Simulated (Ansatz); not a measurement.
# A computed series for TiO2: response to strain

Take TiO₂ in the anatase structure (space group I4_1/amd, No. 141; a = 3.799 Å, c = 9.701 Å) as the base. Axes: x, y, z lie along a, b, c of the conventional cell.

Strains are applied to the cell and any free atomic positions relax; under biaxial strain the out-of-plane vector relaxes too.

Calculations: Kohn–Sham DFT with the PBE functional, run in Ansatz (an electronic-structure program) with PAW and 420 eV plane waves, no spin-orbit coupling.

Candidates:
(a) isotropic strain +0.20 %
(b) biaxial strain +0.75 %, plane normal [001], relaxed out of plane
(c) uniaxial strain ε_zz = +5.33 %

Notes on the quantities. energy relative to the base: free energy F.

Task: Order them by energy relative to the base, lowest first.

Result: (a) isotropic strain +0.20 % (+0.2 meV/atom), (b) biaxial strain +0.75 %, plane normal [001], relaxed out of plane (+1.1 meV/atom), (c) uniaxial strain ε_zz = +5.33 % (+19 meV/atom)

No phonon test of stability was made. The final runs are not spin-polarised.
